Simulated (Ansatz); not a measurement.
**Relaxation of the atoms of NbW2 (P6_3/mmc, 12 atoms in the cell) at several settings**

```xyz
12
Lattice="5.4002 0.0000 0.0000 -2.7001 4.6767 0.0000 0.0000 0.0000 8.8565" Properties=species:S:1:pos:R:3 pbc="T T T"
Nb     0.0000     3.1178     0.5567
Nb     2.7001     1.5589     4.9850
Nb     2.7001     1.5589     8.2998
Nb     0.0000     3.1178     3.8716
W      0.0000     0.0000     0.0000
W      0.0000     0.0000     4.4283
W      4.0270     0.7928     2.2141
W      1.3270     3.8839     6.6424
W      2.7001     3.0911     2.2141
W     -1.3270     3.8839     6.6424
W      1.3731     0.7928     2.2141
W      0.0000     1.5855     6.6424
```

Base: PBE (Ansatz, a first-principles code). Its settings: kpoints.mp_grid.grid = 5 5 3; hamiltonian.xc = pbe; hamiltonian.pseudopotentials = {kind: paw} (the program's default PAW files); scf.occupations.method = cold; scf.occupations.width = 0.2 eV. Starting volume 18.64 Å³ per atom.

Each line gives the change from the base single point and the result:

- atoms moved at random; relax: default → atoms; relax.f_tol: default → 0.03 eV/Å: pressure -11.35 GPa; largest force (vector length) 0.003 eV/Å; relaxation steps 5; free energy against the base single point -4.7 meV/atom.
- atoms moved at random; relax: default → atoms; relax.f_tol: default → 0.1 eV/Å: pressure -11.35 GPa; largest force (vector length) 0.038 eV/Å; relaxation steps 4; free energy against the base single point -4.6 meV/atom.
- atoms moved at random; scf.convergence.dr2_threshold: default (1e-07 eV) → 0.001 eV; relax: default → atoms; relax.f_tol: default → 0.03 eV/Å: pressure -11.35 GPa; largest force (vector length) 0.013 eV/Å; relaxation steps 4; free energy against the base single point -4.6 meV/atom.

The starting cell was generated: these elements placed on a structure prototype, without a prior relaxation; it need not be a known phase or ordering of this composition. Its lattice was rescaled by a random factor within 2.5 % of one. Spin polarisation is off. Ansatz's pressure includes its estimate of the finite-basis (Pulay) stress.

Keys are those of Ansatz 0.2.
